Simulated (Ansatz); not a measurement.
LaGaO₃ (Imma, No. 74, 10 atoms in the cell; start mp-556983; a measured phase of this formula has another space group), treated with PBEsol+SOC (PAW; Ansatz, a first-principles code).

Run with plane-wave cutoff 520 eV, 8×8×8 k mesh, Fermi–Dirac smearing 0.01 eV, PAW data made under PBE.

Cell (relaxed with PBEsol):

```xyz
10
Lattice="-2.7331 3.8670 2.7654 2.7331 -3.8670 2.7654 2.7331 3.8670 -2.7654" Properties=species:S:1:pos:R:3 pbc="T T T"
La     0.0000     5.8005     0.0390
La     2.7331    -1.9335     2.7264
Ga     2.7331     0.0000     0.0000
Ga     0.0000     0.0000     2.7654
O      1.3666     3.5359    -1.3827
O     -1.3666     4.1981     1.3827
O      1.3666     4.1981     1.3827
O      1.3666    -0.3311     1.3827
O      0.0000     1.9335     2.3353
O      2.7331     1.9335     0.4301
```

Question: What does this level give for the band gap?

Answer: 
* **band gap**: 3.48 eV (on the SCF k mesh)

Static lattice: no zero-point or thermal effects.

A start named mp-… is a Materials Project structure, which need not be a measured phase.
